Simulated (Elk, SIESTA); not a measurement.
A SIESTA input for a self-consistent single point of SiC (P6_3mc, 4 atoms in the cell) (DFT, LDA PW92, numerical atomic orbitals DZP, PseudoDojo LDA standard norm-conserving potentials (rewritten from UPF to PSML)):

```
# files in the folder: Si.psml C.psml (PseudoDojo LDA standard)
SystemName  SiC
SystemLabel sic

NumberOfAtoms                4
NumberOfSpecies              2
%block ChemicalSpeciesLabel
  1 14 Si
  2 6 C
%endblock ChemicalSpeciesLabel
LatticeConstant              1.0 Ang
%block LatticeVectors
     3.020646000    0.000000000    0.000000000
    -1.510323000    2.615956000    0.000000000
     0.000000000    0.000000000    4.958472000
%endblock LatticeVectors
AtomicCoordinatesFormat      Ang
%block AtomicCoordinatesAndAtomicSpecies
    -0.000001510    1.743971539    2.477252611  1
     1.510324510    0.871984461    4.956488611  1
    -0.000001510    1.743971539    4.340646389  2
     1.510324510    0.871984461    1.861410389  2
%endblock AtomicCoordinatesAndAtomicSpecies

XC.functional                LDA
XC.authors                   PW92
PAO.BasisSize                DZP
PAO.EnergyShift              0.01 Ry
MeshCutoff                   300 Ry
%block kgrid.MonkhorstPack
   13   0   0  0.0
    0  13   0  0.0
    0   0   7  0.0
%endblock kgrid.MonkhorstPack
OccupationFunction           FD
ElectronicTemperature        10 K

MaxSCFIterations             150
SCF.Mixer.Method             Pulay
SCF.Mixer.Weight             0.2
SCF.Mixer.History            8
SCF.DM.Tolerance             1.0E-05
Diag.ParallelOverK           true
WriteForces                  true
```

Q: Write the same calculation as an input for Elk.

A: One input that does it (others would too):

```
tasks
  0

xctype
  3

rgkmax
  7.0

stype
  0

swidth
  0.0001

scale
  5.708193472

avec
    1.0000000000    0.0000000076    0.0000000000
   -0.5000000066    0.8660254000    0.0000000000
    0.0000000000    0.0000000000    1.6415270650

atoms
  2   : nspecies
  'Si.in'   : spfname
  2   : natoms; atposl, bfcmt below
  0.3333333333  0.6666666667  0.4996000000    0.0 0.0 0.0
  0.6666666667  0.3333333333  0.9996000000    0.0 0.0 0.0
  'C.in'   : spfname
  2   : natoms; atposl, bfcmt below
  0.3333333333  0.6666666667  0.8754000000    0.0 0.0 0.0
  0.6666666667  0.3333333333  0.3754000000    0.0 0.0 0.0

ngridk
  13 13 7
```

Basis settings and potentials, where a program has them, do not carry over. This input uses DFT, LDA (PW92), all-electron FP-LAPW, Elk's shipped species files, default APW+lo basis. LDA parametrisations can differ slightly between programs.

The starting cell comes from a database of computed structures (which also holds hypothetical and non-ambient phases and stackings), without a prior relaxation at this level. Its lattice was rescaled by a random factor within 2.5 % of one.
